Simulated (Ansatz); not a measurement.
Here is the system:

```xyz
4
Lattice="4.6434 0.0000 0.0000 -2.3217 4.0213 0.0000 0.0000 0.0000 5.5731" Properties=species:S:1:pos:R:3 pbc="T T T"
Ge     2.3217     1.3404     0.2661
Ge     0.0000     2.6809     3.0526
Se     2.3217     1.3404     3.2183
Se     0.0000     2.6809     0.4317
```

No spin polarisation.

Level of theory: PBEsol/PAW in Ansatz (a program for electronic structure), without spin-orbit coupling. k-mesh 8×8×6 (Γ-centred); smearing 0.05 eV (Fermi–Dirac).

Question: Predict the gap character.

Answer: Indirect, H → K–Γ (73 % along).

Question: Predict the width of the top valence band.

Answer: 2.70 eV.

Question: Predict the band gap.

Answer: 0.25 eV.

Load acts through the strain it causes; cell and atoms are relaxed under it. No phonon test of stability was made. The cell was made from GeSe (space group P6_3mc, No. 186; a hypothetical phase, not in the database extracts checked) by this change: pressure 2.1 GPa. The zero or small gap of GeSe under pressure 2.1 GPa can change with the level of theory.
